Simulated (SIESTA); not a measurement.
A self-consistent single point of AlNi (Pm-3m, 2 atoms in the cell) with SIESTA.

Method: GGA PBE, numerical atomic orbitals DZP, PseudoDojo PBE standard norm-conserving potentials (rewritten from UPF to PSML) (SIESTA).

The change in words: lattice scaled by 0.98. Reference geometry:
```xyz
2
Lattice="2.8597 0.0000 0.0000 0.0000 2.8597 0.0000 0.0000 0.0000 2.8597" Properties=species:S:1:pos:R:3 pbc="T T T"
Al     1.4299     1.4299     1.4299
Ni     0.0000     0.0000     0.0000
```

Reference input (self-consistent single point, DFT, GGA PBE, numerical atomic orbitals DZP, PseudoDojo PBE standard norm-conserving potentials (rewritten from UPF to PSML)): XC.functional = GGA; XC.authors = PBE; potentials = PseudoDojo PBE standard; PAO.BasisSize = DZP; PAO.EnergyShift = 0.005 Ry; MeshCutoff = 300 Ry; kgrid.MonkhorstPack = 15 15 15; OccupationFunction = MP; OccupationMPOrder = 0; ElectronicTemperature = 136 meV; MaxSCFIterations = 150; SCF.Mixer.Method = Pulay. This run's input differs from it in these lines:

```diff
@@ -12,5 +12,5 @@
 %block LatticeVectors
-     5.404068696    0.000000000    0.000000000
-     0.000000000    5.404068696    0.000000000
-     0.000000000    0.000000000    5.404068696
+     5.295987700    0.000000000    0.000000000
+     0.000000000    5.295987700    0.000000000
+     0.000000000    0.000000000    5.295987700
 %endblock LatticeVectors
@@ -18,3 +18,3 @@
 %block AtomicCoordinatesAndAtomicSpecies
-     2.702034348    2.702034348    2.702034348  1
+     2.647993850    2.647993850    2.647993850  1
      0.000000000    0.000000000    0.000000000  2
```

Output, abridged:

```
        iscf     Eharris(eV)        E_KS(eV)     FreeEng(eV)     dDmax    Ef(eV) dHmax(eV)
   scf:    1    -4597.337983    -4622.937343    -4622.950842  1.154463 -4.207635 17.518274
   scf:    2    -4623.095406    -4628.291564    -4628.298617  0.277179 -6.312785  6.734643
   scf:    3    -4629.700759    -4629.378676    -4629.386679  0.074246 -5.807410  0.412630
   scf:    4    -4629.270167    -4629.354656    -4629.362836  0.071804 -5.668327  1.299730
   scf:    5    -4629.385096    -4629.390769    -4629.398904  0.015339 -5.793008  0.203987
   scf:    6    -4629.391376    -4629.391764    -4629.399923  0.002669 -5.773798  0.055272
   scf:    7    -4629.391828    -4629.391835    -4629.399988  0.000684 -5.779299  0.009494
   scf:    8    -4629.391835    -4629.391836    -4629.399990  0.000186 -5.778667  0.000127
   scf:    9    -4629.391836    -4629.391836    -4629.399990  0.000002 -5.778686  0.000078
SCF Convergence by DM+H criterion
max |DM_out - DM_in|         :     0.0000024395
max |H_out - H_in|      (eV) :     0.0000782634
SCF cycle converged after 9 iterations

Using DM_out to compute the final energy and forces

siesta: E_KS(eV) =            -4629.3918

siesta: E_KS - E_eggbox =     -4629.3918

siesta: Atomic forces (eV/Ang):
     1    0.000000   -0.000000    0.000000
     2    0.000000    0.000000   -0.000000
   Tot    0.000000    0.000000    0.000000
   Max    0.000000
   Res    0.000000    sqrt( Sum f_i^2 / 3N )
   Max    0.000000    constrained

Stress tensor Voigt[x,y,z,yz,xz,xy] (kbar):     -173.99     -173.99     -173.99       -0.00       -0.00        0.00
(Free)E + p*V (eV/cell)    -4627.0097
Target enthalpy (eV/cell)    -4629.4000

siesta: Program's energy decomposition (eV):
siesta: FreeEng =     -4629.399990

   [... lines left out ...]
siesta: Cell volume =         22.011230 Ang**3
siesta:         173.99047646        173.99047646  kBar
   [... lines left out ...]
               3dz2    3dxz    3dx2-y2
   2 17.344   1.898  -0.230   0.146   1.999   1.999   1.999   0.296   0.296
              0.296   1.897   1.897   1.892   1.897   1.892  -0.153  -0.153

             -0.185  -0.153  -0.185

mulliken: Qtot =       21.000

Mulliken Atomic Populations:
Atom #   charge [q] valence [e]  Species
     1    -0.656019    3.656019  Al
     2     0.656019   17.343981  Ni
 Total    -0.000000
```

The run converged in 9 iterations. Against the reference run the free energy rises by 45.7 meV/atom and the pressure goes from 4.80 to 17.40 GPa.

The starting cell comes from a database of computed structures (which also holds hypothetical and non-ambient phases and stackings), without a prior relaxation at this level. For this run, on top of that: lattice scaled by 0.98. Spin polarisation is off. Values carry the incompleteness of an atom-centred basis. With a pressure of about 17 GPa the cell is away from its equilibrium volume at this level.

Cost on one core of a shared machine: roughly 2 min.
